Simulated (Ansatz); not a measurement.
Consider BN (space group P6_3/mmc, No. 194; a = 2.5064 Å, c = 6.6147 Å; layered, stacked along the Cartesian z axis).

Method: DFT with PBE-D3(BJ), PAW potentials and a 420 eV plane-wave cutoff in Ansatz (an electronic-structure program), no SOC.

Base values:

```
Quantity                           Result
-----------------------------  ----------
Lattice parameter a            4.736 bohr
Width of the top valence band     3.22 eV
Smallest direct gap               4.64 eV
```

One thing is altered: cell and atoms relaxed at a pressure of 1.5 GPa.

Task: Predict the new lattice parameter a.

Result: The lattice parameter a drops by 0.0066 bohr (4.736 bohr → 4.730 bohr).

Task: Predict the new mean gap deformation potential ΔEg/Δln V.

Result: The mean gap deformation potential ΔEg/Δln V is +1.6 eV.

Task: What does the calculation give for the width of the top valence band after the change?

Result: The width of the top valence band goes up by 0.286 eV (3.22 eV → 3.50 eV).

Task: What does the calculation give for the smallest direct gap after the change?

Result: The smallest direct gap decreases by 0.09 eV, from 4.64 eV to 4.55 eV.

Load acts through the strain it causes; cell and atoms are relaxed under it. Whether these cells are dynamically stable was not tested.
